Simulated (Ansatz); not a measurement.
## Pt, response to strain

Consider Pt in the fcc (Cu type) structure (space group Fm-3m, No. 225; a = 3.9415 Å; relaxed with 0.1 eV smearing). Axes: x, y, z lie along the cube axes.

Strains are applied to the cell and any free atomic positions relax; under biaxial strain the out-of-plane vector relaxes too.

All numbers come from Ansatz (an electronic-structure program), r2SCAN, PAW, cutoff 500 eV, spin-orbit coupling left out, earlier PAW set.

Notes on the quantities. pressure: mean of the normal stresses, compression positive; energy relative to the base: free energy F.

```csv
case,pressure,volume per atom,energy relative to the base
base,0.0 GPa,15.31 Å³,0 meV/atom
"biaxial strain −4.01 %, plane normal [001], relaxed out of plane",8.8 GPa,14.92 Å³,+46 meV/atom
"biaxial strain +2.39 %, plane normal [110], relaxed out of plane",-5.5 GPa,15.68 Å³,+18 meV/atom
"biaxial strain −2.24 %, plane normal [111], relaxed out of plane",5.7 GPa,15.05 Å³,+17 meV/atom
"biaxial strain +4.86 %, plane normal [111], relaxed out of plane",-7.6 GPa,15.96 Å³,+59 meV/atom
isotropic strain −0.53 %,4.5 GPa,15.07 Å³,+3.3 meV/atom
isotropic strain +1.23 %,-8.9 GPa,15.88 Å³,+17 meV/atom
uniaxial strain ε_xx = +1.04 %,-2.7 GPa,15.47 Å³,+1.7 meV/atom
uniaxial strain ε_yy = −0.41 %,1.1 GPa,15.25 Å³,+0.3 meV/atom
uniaxial strain ε_yy = +5.45 %,-12.1 GPa,16.14 Å³,+42 meV/atom
```

A biaxial case was relaxed in a doubled cell and then solved in the primitive one. No phonon test of stability was made. All final runs are without spin polarisation. Pt lies near a magnetic instability that expansion can trigger; it was not tested.
